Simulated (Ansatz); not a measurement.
The parent structure is WS₂ in the 2H-MoS2 type structure (space group P6_3/mmc, No. 194; a = 3.1148 Å, c = 11.7731 Å; layered, stacked along the Cartesian z axis).

It is then changed as follows: a negative pressure, −1 GPa.

Levels (all Ansatz, a first-principles code, PAW): PBEsol-D3(BJ) (420 eV, without spin-orbit coupling); PBEsol+SOC (420 eV, spin-orbit coupling included).

The geometry is relaxed with PBEsol-D3(BJ).

| Item | Result |
|---|---|
| PBEsol-D3(BJ) hole mass | 0.91 mₑ along c, 0.49 mₑ across (at Γ) |
| PBEsol-D3(BJ) width of the top valence band | 2.01 eV |
| PBEsol-D3(BJ) lowest conduction level above the VBM at special points | K 1.26 eV; H 1.26 eV; A 2.22 eV; Γ 2.24 eV |

### Question
Predict the hole mass, electron mass, width of the top valence band and lowest conduction level above the VBM at special points from PBEsol+SOC.

### Answer
The hole mass changes from 0.91 mₑ along c, 0.49 mₑ across (at Γ) to 0.90 mₑ along c, 0.49 mₑ across (at Γ); the electron mass is 0.42 mₑ along c, 0.47 mₑ across (off the special points); the width of the top valence band decreases by 0.045 eV to 1.96 eV; the lowest conduction level above the VBM at special points becomes K 1.15 eV; H 1.19 eV; A 2.14 eV; Γ 2.10 eV (PBEsol-D3(BJ): K 1.26 eV; H 1.26 eV; A 2.22 eV; Γ 2.24 eV).

Single points use the geometry relaxed with PBEsol-D3(BJ). Differences between runs with and without spin-orbit coupling are approximate. With W present, leaving out spin-orbit coupling can change the band edges. The levels and masses belong to the bands next to the band gap. Load acts through the strain it causes; cell and atoms are relaxed under it. Masses are band curvatures over ±0.01 Å⁻¹ around the edge. Whether these cells are dynamically stable was not tested.
